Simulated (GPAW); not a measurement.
## How a calculation on Ba (P4/mmm, 1 atom in the cell) responds to its settings

```
CELL_PARAMETERS angstrom
      3.99965     0.00000     0.00000
      0.00000     3.99965     0.00000
      0.00000     0.00000     3.60554
ATOMIC_POSITIONS crystal
  Ba 0.50000 0.50000 0.50000
```

Base run A: LDA (Perdew-Wang 92), GPAW PAW datasets LDA (gpaw-data 1.0.1) (GPAW 25.7.0), self-consistent single point.

Its settings: mode = pw; ecut = 550 eV; xc = LDA; kpts = 6 6 6; mesh shift (steps) = 0 0 0; occupations.name = methfessel-paxton; occupations.width = 0.1 eV; occupations.order = 1; nbands = -7; convergence.density = 1e-05 e/electron; symmetry.symmorphic = false; symmetry.tolerance = 0.0005; maxiter = 100.

The starting cell comes from a database of computed structures (which also holds hypothetical and non-ambient phases and stackings), without a prior relaxation at this level.

Runs:
- B: xc: LDA → PBEsol; potentials: GPAW PAW datasets PBEsol (made by gpaw-setup) [PBEsol]
- C: xc: LDA → BLYP; potentials: GPAW PAW datasets BLYP (made by gpaw-setup) [BLYP]
- D: xc: LDA → MGGA_X_R2SCAN+MGGA_C_R2SCAN; potentials: GPAW PAW datasets PBE (gpaw-data 1.0.1) [r2SCAN]
- E: xc: LDA → vdW-DF2 (libvdwxc); potentials: GPAW PAW datasets PBE (gpaw-data 1.0.1) [vdW-DF2]
- F: xc: LDA → vdW-DF-cx (libvdwxc); potentials: GPAW PAW datasets PBE (gpaw-data 1.0.1) [vdW-DF-cx]

```
run  pressure (GPa)
---  --------------
A             -0.94
B        (withheld)
C        (withheld)
D              0.51
E              0.97
F        (withheld)
```

Question: Fill in the missing entries.

Answer: 
- B, pressure (GPa): -0.34
- C, pressure (GPa): 1.22
- F, pressure (GPa): -0.44

Left out of this page: 4 runs of the series held back from this collection.
